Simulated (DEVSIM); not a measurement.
System: Ru/Si3N4/p-GaAs capacitor, at 250 K.

```tsv
layer (left to right)	material	thickness (nm)	Na (cm⁻³)
1	Si3N4	8.00	-
2	GaAs	1200	2.7e17
```

Metal gate on the left, work function 4.7 eV. Fixed charge at the semiconductor interface 6.9e10 cm⁻² (in units of +e); no interface traps.

This is a model device: material constants are rounded textbook-type values typed into the input, and sizes, dopings and lifetimes were drawn at random. Values at 300 K; Nc and Nv go as T^1.5, mobilities as T to minus their exponent, the gap by Varshni's rule with the affinity fixed.

| parameter | Si3N4 | GaAs |
|---|---|---|
| gap (eV) | 5.1 | 1.424 |
| affinity (eV) | 2.1 | 4.07 |
| permittivity | 7.5 | 12.9 |
| Nc (cm⁻³) | - | 4.7e17 |
| Nv (cm⁻³) | - | 9e18 |
| Varshni α (eV/K) | - | 0.000541 |
| Varshni β (K) | - | 204 |

DEVSIM, 1D Poisson equation in equilibrium, Boltzmann statistics, complete ionisation; no quantum confinement or tunnelling. Metal contacts follow the ideal Schottky-Mott rule: no Fermi-level pinning, no interface dipoles.

The temperature was swept, all else fixed.

```json
[
 {"temperature (K)": "250", "minimum of the low-frequency capacitance (μF/cm²)": "0.122", "flat-band voltage (V)": "-0.76"},
 {"temperature (K)": "300", "minimum of the low-frequency capacitance (μF/cm²)": "0.125", "flat-band voltage (V)": "-0.72"},
 {"temperature (K)": "350", "minimum of the low-frequency capacitance (μF/cm²)": "0.129", "flat-band voltage (V)": "-0.67"},
 {"temperature (K)": "400", "minimum of the low-frequency capacitance (μF/cm²)": "0.133", "flat-band voltage (V)": "-0.62"},
 {"temperature (K)": "450", "minimum of the low-frequency capacitance (μF/cm²)": "0.137", "flat-band voltage (V)": "-0.58"},
 {"temperature (K)": "500", "minimum of the low-frequency capacitance (μF/cm²)": "…", "flat-band voltage (V)": "-0.53"}
]
```

### Question
What belongs in the gaps?

### Answer

- 500, minimum of the low-frequency capacitance (μF/cm²): 0.143
